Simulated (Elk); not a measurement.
Elk run on TiCrB4 (P6/mmm, 6 atoms in the cell): self-consistent single point.

Level of theory: LDA (PW92), all-electron FP-LAPW, Elk's shipped species files, APW+lo basis with extra local orbitals run with Elk.

The change in words: lattice scaled by 0.98. Reference geometry:
```yaml
crystal:
  lattice:
    - [3.01633, 0.00000, 0.00000]
    - [-1.50816, 2.61222, 0.00000]
    - [0.00000, 0.00000, 6.13163]
  atoms:
    - { symbol: Ti, position: [0.00000, 0.00000, 0.50000] }
    - { symbol: Cr, position: [0.00000, 0.00000, 0.00000] }
    - { symbol: B, position: [0.33333, 0.66667, 0.75959] }
    - { symbol: B, position: [0.66667, 0.33333, 0.24041] }
    - { symbol: B, position: [0.66667, 0.33333, 0.75959] }
    - { symbol: B, position: [0.33333, 0.66667, 0.24041] }
```

Reference input (self-consistent single point, DFT, LDA (PW92), all-electron FP-LAPW, Elk's shipped species files, APW+lo basis with extra local orbitals): xctype = 3; rgkmax = 7.5; stype = 0; swidth = 0.00499791 Ha; ngridk = 10 10 5; tforce = true; gmaxvr = 18 1/bohr; lmaxapw = 10; lmaxo = 8; nxlo = 2; lorbcnd = true; lradstp = 2. This run's input differs from it in these lines:

```diff
@@ -46,8 +46,8 @@
 scale
-  5.700037158
+  5.58603643
 
 avec
-    1.0000000000    0.0000000180    0.0000000000
-   -0.5000000156    0.8660253948    0.0000000000
-    0.0000000000    0.0000000000    2.0328115547
+    1.0000000000    0.0000000706    0.0000000000
+   -0.5000000611    0.8660253685    0.0000000000
+    0.0000000000    0.0000000000    2.0328114140
```

Output (repeated stretches shortened):

```
│ Self-consistent loop started │
│ Loop number : 1 │
 total energy                :     -1975.37951021
│ Loop number : 2 │
 total energy                :     -1976.28288325
RMS change in Kohn-Sham potential (target) :   0.5621492758     (  0.1000000000E-05)
Absolute change in total energy (target)   :   0.9033730412     (  0.1000000000E-03)
│ Loop number : 3 │
 total energy                :     -1980.59452363
RMS change in Kohn-Sham potential (target) :   0.5383938506     (  0.1000000000E-05)
Absolute change in total energy (target)   :    4.537483639     (  0.1000000000E-03)
│ Loop number : 4 │
   [... lines left out ...]
Absolute change in total energy (target)   :   0.5658009716E-03 (  0.1000000000E-03)
│ Loop number : 18 │
 total energy                :     -1999.56476112
RMS change in Kohn-Sham potential (target) :   0.1127789617E-06 (  0.1000000000E-05)
Absolute change in total energy (target)   :   0.2149343397E-03 (  0.1000000000E-03)
│ Loop number : 19 │
 total energy                :     -1999.56477832
RMS change in Kohn-Sham potential (target) :   0.5424856113E-07 (  0.1000000000E-05)
Absolute change in total energy (target)   :   0.7093941167E-04 (  0.1000000000E-03)
Convergence targets achieved

│ Loop number : 20 │

Energies :
 Fermi                       :     0.505417633293
 total energy                :     -1999.56477468

Density of states at Fermi energy :    90.09580606
 (states/Hartree/unit cell)

Estimated indirect band gap :   0.1045835342E-02
 from k-point     42 to k-point      8
Estimated direct band gap   :   0.1087695604E-01
 at k-point      7

Charges :
 core                        :    28.00000000
 valence                     :    38.00000000
 interstitial                :    9.995854290
 muffin-tins (core leakage)
  species :    1 (Ti)
   atom    1                 :    19.80420506     (  0.3664364634E-07)
  species :    2 (Cr)
   atom    1                 :    22.09739424     (  0.1946315109E-08)
  species :    3 (B)
   [... lines left out ...]
   total force               :    -0.00000000    0.00000000    0.00017435
   total magnitude           :     0.00017435
  atom :    4
   Hellmann-Feynman          :    -0.00000000    0.00000000    0.02199757
   IBS                       :     0.00000000   -0.00000000   -0.02217191
   total force               :     0.00000000   -0.00000000   -0.00017435
   total magnitude           :     0.00017435
```

The run converged in 20 iterations. The count includes the last loop, which Elk runs after its targets are met. Against the reference run the total energy falls by 17.0 meV/atom.

The starting cell comes from a database of computed structures (which also holds hypothetical and non-ambient phases and stackings), without a prior relaxation at this level. For this run, on top of that: lattice scaled by 0.98. Spin polarisation is off. Values depend on the basis (sphere radii, cutoffs, local orbitals), which need not be converged. The log's line on a gap gives a spacing of levels on this mesh, which the program prints for metals too.

Cost on one core of a shared machine: roughly 7 min.
